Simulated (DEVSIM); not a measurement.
Structure: Schottky contact on n-type Si, at 300 K.

| layer (left to right) | material | thickness (μm) | Nd (cm⁻³) | τn (s) | τp (s) |
|---|---|---|---|---|---|
| 1 | Si | 1.50 | 3.9e15 | 1.9e-5 | 1.9e-5 |
| 2 | Si | 3.20 | 6.6e17 | 1.9e-5 | 1.9e-5 |

Left contact: Schottky, work function 4.84 eV, emission velocity 3.4e6 cm/s. Right contact: ohmic. Voltage is applied to the left contact. Recombination: SRH at mid-gap, radiative. Mobility is μmin + (μ − μmin)/(1 + (N/Nref)^α).

This is a model device: material constants are rounded textbook-type values typed into the input, and sizes, dopings and lifetimes were drawn at random. Values at 300 K.

```csv
parameter,Si
gap (eV),1.124
affinity (eV),4.05
permittivity,11.7
Nc (cm⁻³),2.86e19
Nv (cm⁻³),3.1e19
μn (cm²/Vs),1417
μp (cm²/Vs),470
"μn,min",52
"μp,min",45
"Nref,n",9.7e16
"Nref,p",2.2e17
αn,0.68
αp,0.72
B (cm³/s),4.7e-15
```

Model (solved in DEVSIM): 1D drift-diffusion, Boltzmann statistics, complete ionisation; no tunnelling, impact ionisation, image-force lowering or self-heating. Metal contacts follow the ideal Schottky-Mott rule: no Fermi-level pinning, no interface dipoles.

### Question
Tabulate band edges, carrier densities and field at zero bias.

### Answer
Energies count from the Fermi level of the right contact; mesh points crowd at the junctions.

```json
[
 {"x (μm)": "0.000", "Ec (eV)": "0.790", "Ev (eV)": "-0.334", "n (cm⁻³)": "1500000", "p (cm⁻³)": "7.6e13", "field (V/cm)": "-25000"},
 {"x (μm)": "0.02375", "Ec (eV)": "0.731", "Ev (eV)": "-0.393", "n (cm⁻³)": "1.5e7", "p (cm⁻³)": "7.9e12", "field (V/cm)": "-24000"},
 {"x (μm)": "0.07024", "Ec (eV)": "0.627", "Ev (eV)": "-0.497", "n (cm⁻³)": "8.5e8", "p (cm⁻³)": "1.4e11", "field (V/cm)": "-21000"},
 {"x (μm)": "0.1540", "Ec (eV)": "0.471", "Ev (eV)": "-0.653", "n (cm⁻³)": "3.6e11", "p (cm⁻³)": "3.3e8", "field (V/cm)": "-16000"},
 {"x (μm)": "0.4186", "Ec (eV)": "0.246", "Ev (eV)": "-0.878", "n (cm⁻³)": "2.1e15", "p (cm⁻³)": "55000", "field (V/cm)": "-2200"},
 {"x (μm)": "0.8088", "Ec (eV)": "0.230", "Ev (eV)": "-0.894", "n (cm⁻³)": "3.9e15", "p (cm⁻³)": "30000", "field (V/cm)": "≈ 0"},
 {"x (μm)": "1.144", "Ec (eV)": "0.230", "Ev (eV)": "-0.894", "n (cm⁻³)": "3.9e15", "p (cm⁻³)": "30000", "field (V/cm)": "-37"},
 {"x (μm)": "1.371", "Ec (eV)": "0.222", "Ev (eV)": "-0.902", "n (cm⁻³)": "5.3e15", "p (cm⁻³)": "22000", "field (V/cm)": "-1300"},
 {"x (μm)": "1.443", "Ec (eV)": "0.202", "Ev (eV)": "-0.922", "n (cm⁻³)": "1.1e16", "p (cm⁻³)": "10000", "field (V/cm)": "-5200"},
 {"x (μm)": "1.483", "Ec (eV)": "0.166", "Ev (eV)": "-0.958", "n (cm⁻³)": "4.7e16", "p (cm⁻³)": "2500", "field (V/cm)": "-16000"},
 {"x (μm)": "1.503", "Ec (eV)": "0.112", "Ev (eV)": "-1.012", "n (cm⁻³)": "3.8e17", "p (cm⁻³)": "310", "field (V/cm)": "-26000"},
 {"x (μm)": "1.542", "Ec (eV)": "0.097", "Ev (eV)": "-1.027", "n (cm⁻³)": "6.6e17", "p (cm⁻³)": "180", "field (V/cm)": "-14"},
 {"x (μm)": "1.607", "Ec (eV)": "0.097", "Ev (eV)": "-1.027", "n (cm⁻³)": "6.6e17", "p (cm⁻³)": "180", "field (V/cm)": "≈ 0"},
 {"x (μm)": "1.737", "Ec (eV)": "0.097", "Ev (eV)": "-1.027", "n (cm⁻³)": "6.6e17", "p (cm⁻³)": "180", "field (V/cm)": "≈ 0"},
 {"x (μm)": "2.108", "Ec (eV)": "0.097", "Ev (eV)": "-1.027", "n (cm⁻³)": "6.6e17", "p (cm⁻³)": "180", "field (V/cm)": "≈ 0"},
 {"x (μm)": "2.728", "Ec (eV)": "0.097", "Ev (eV)": "-1.027", "n (cm⁻³)": "6.6e17", "p (cm⁻³)": "180", "field (V/cm)": "≈ 0"},
 {"x (μm)": "3.638", "Ec (eV)": "0.097", "Ev (eV)": "-1.027", "n (cm⁻³)": "6.6e17", "p (cm⁻³)": "180", "field (V/cm)": "≈ 0"},
 {"x (μm)": "4.176", "Ec (eV)": "0.097", "Ev (eV)": "-1.027", "n (cm⁻³)": "6.6e17", "p (cm⁻³)": "180", "field (V/cm)": "≈ 0"},
 {"x (μm)": "4.498", "Ec (eV)": "0.097", "Ev (eV)": "-1.027", "n (cm⁻³)": "6.6e17", "p (cm⁻³)": "180", "field (V/cm)": "≈ 0"},
 {"x (μm)": "4.610", "Ec (eV)": "0.097", "Ev (eV)": "-1.027", "n (cm⁻³)": "6.6e17", "p (cm⁻³)": "180", "field (V/cm)": "≈ 0"},
 {"x (μm)": "4.667", "Ec (eV)": "0.097", "Ev (eV)": "-1.027", "n (cm⁻³)": "6.6e17", "p (cm⁻³)": "180", "field (V/cm)": "≈ 0"},
 {"x (μm)": "4.700", "Ec (eV)": "0.097", "Ev (eV)": "-1.027", "n (cm⁻³)": "6.6e17", "p (cm⁻³)": "180", "field (V/cm)": "≈ 0"}
]
```
